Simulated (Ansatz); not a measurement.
Functionals compared on O on the 1x1 (110) surface of zinc-blende GaAs (cut with top plane As + Ga), one in a 2x1 cell, started at the site 'top As', in Ansatz (plane waves, PAW). The structure was relaxed with PBE; the other rows are single points on it, each with its references at the same level. Cutoff 420 eV (500 eV for r2SCAN). The points keep PBE's geometry, so the relaxation of a polaron and the settling of charge on one site are left out. HSE06 used the coarser mesh 2x3x1.

Host crystal: zinc-blende GaAs, with a band gap (PBE, scalar-relativistic without spin-orbit coupling).

Model: 21-atom slab, 8.6 Å thick at the start under the adsorbate (thin: gaps and levels are the slab's own), 3x4x1 mesh, Fermi-Dirac 0.01 eV, dipole correction, 8 atoms held, the rest relaxed; held to the start's symmetry, so lower structures may exist; spin-polarised, no spin-orbit, no U, no dispersion correction. The starting moment vanished. It is one chosen start, not shown to be the lowest state of the adsorbate. These notes are the PBE run's. r2SCAN: The program's check for a lower electronic state was not made. HSE06: The program's check for a lower electronic state was not made. Adsorption energies are against ½ O2(g). A negative adsorption energy means that the adsorbate is more stable on the surface than in its reference.

| functional | adsorption energy (eV) | magnetic moment of the cell (μB) |
|---|---|---|
| PBE | -0.55 | 0.00 |
| RPBE | -0.44 | 0.00 |
| r2SCAN | -0.44 | 0.00 |
| HSE06 | -0.29 | 0.00 |

Ansatz is a program for electronic structure.
